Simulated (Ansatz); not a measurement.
A user runs Ansatz (a first-principles code) on a sheet of Bi₂S₃ (5 atoms in the cell) and asks whether the run is sound. The aim is a self-consistent single point with DFT, PBE, plane waves, default PAW files.

Cell that was meant: a = 3.9408 Å, b = 3.9408 Å, c = 20.7921 Å, α = 90.00°, β = 90.00°, γ = 120.00°.

Part of the input:

Ansatz 0.2 input:
```yaml
    - { symbol: S, position: [0.00000000, 0.00000000, 0.33666600] }
    - { symbol: S, position: [0.66666700, 0.33333300, 0.50000000] }
    - { symbol: S, position: [0.33333300, 0.66666700, 0.66333400] }
basis:
  ecutrho_ratio: 1
kpoints:
  mp_grid: { grid: [8, 8, 1] }
hamiltonian:
```

Output (repeated stretches shortened):

```
   [... lines left out ...]
Symmetry: 12 space group operations
Space group: P-3m1 (ITA 164), of the structure as read, at distance tolerance 6.5e-5 Å
k-points: 10 of 64
Initial density: superposition of atomic densities (neutral atoms: chi_scale 0, normalization atom), corrected by the library's trained network
Initial wavefunctions: pseudopotential atomic-orbital guess
Eigensolver: davidson
Functional: x = pbe(κ = 0.804, μ = 0.2195149727645171), c = pbe(β = 0.06672455060314922)
SCF iter   1: F=—  HF=-27500.967715 eV  |F-HF|=—  |Δ(HF+E_count)|=         —  Δρ=1.42e-3  dr2=2.65e-2  ethr=1.77e-3  ⟨swp⟩=9.9  Hψ=1546  notcnv=0
all-band conjugate gradients solve this SCF's bands
preconditioner: auto → Resta (q_TF=auto, 2.034 Å⁻¹)
   [... lines left out ...]
SCF iter   5: F=—  HF=-27500.971998 eV  |F-HF|=—  |Δ(HF+E_count)|=   6.94e-6  Δρ=4.64e-5  dr2=7.52e-6  ethr=1.65e-7  ⟨swp⟩=2.0  Hψ=525  notcnv=0  defer=5
SCF iter   6: F=—  HF=-27500.972009 eV  |F-HF|=—  |Δ(HF+E_count)|=   1.04e-5  Δρ=1.47e-5  dr2=5.22e-7  ethr=1.57e-8  ⟨swp⟩=2.1  Hψ=518  notcnv=0  defer=5
SCF iter   7: F=-27500.972010 eV  HF=-27500.972010 eV  |F-HF|=9.68e-10  |Δ(HF+E_count)|=   9.98e-7  Δρ=3.51e-6  dr2=4.97e-8  ethr=2.08e-10  ⟨swp⟩=9.9  Hψ=1704  notcnv=0
SCF 1 converged in 7 iterations: F = -27500.972010 eV  dr2 = 4.97e-8
Free energy (F): -27500.972010 eV
Internal energy: -27500.972009 eV  (E = F + TS)
E sigma→0 (E₀):  -27500.972010 eV
Entropy (-TS):   -0.000000 eV (-0.000 meV/atom)
Fermi energy:    0.572516 eV
--- Forces (eV/Å), atoms counted from 1 ---
  atom   1  Bi     0.00000000    -0.00000000    -1.70902749
  atom   2  Bi    -0.00000000     0.00000000     1.70902749
  atom   3  S     -0.00000000     0.00000000     0.83840787
  atom   4  S     -0.00000000    -0.00000000     0.00000000
  atom   5  S     -0.00000000    -0.00000000    -0.83840787
--- Stress (GPa, compression-positive) ---
        1.584281       0.000000      -0.000000
        0.000000       1.584281      -0.000000
       -0.000000      -0.000000       0.535264
  P = ⅓ Tr σ = 1.2346 GPa (12.346 kbar)
  The stress holds the Pulay correction, which leaves out the density cutoff's part. Without it, at fixed plane waves, as pw.x and ABINIT print it …
settings of this run that can trade accuracy for cost: basis.ecutrho_ratio < 4. Do not mix this run's numbers with those of runs without the same settings …
```

Problem. Is anything amiss in this input, and did it matter?

Solution. The run is not sound. The fault is a density cutoff or grid that is too coarse. The density and potential grid has to resolve products of orbitals and any augmentation charge. To fix it, restore the density cutoff. The run converged in 7 iterations without an error; against the sound input the free energy falls by 38.8 meV/atom, the largest force goes from 1.608 to 1.709 eV/Å and the gap on the mesh goes from 1.267 to 1.291 eV. The full log also holds (shortened here): “WARN basis.ecutrho_ratio = 1 (ecutrho = 420 eV) is below the records' recommended cutoff”.

An input that runs soundly differs in these lines (not the only fix; some lines may just follow from the change or write a value another way):
```diff
-basis:
-  ecutrho_ratio: 1
```

With that input, the run converged in 7 iterations: free energy E − TS (on the zero of these files) -27500.7781 eV; gap on the k-point mesh 1.27 eV; pressure averaged over the cell with its vacuum 0.89 GPa; largest force (vector length) 1.608 eV/Å (DFT, PBE, plane waves, default PAW files).

On the sound input: the starting cell was generated: these elements placed on a structure prototype, without a prior relaxation; it need not be a known phase or ordering of this composition. Its lattice was rescaled in the plane by a random factor within 2.5 % of one. Spin-orbit coupling is off. Forces in this geometry exceed 1 eV/Å.
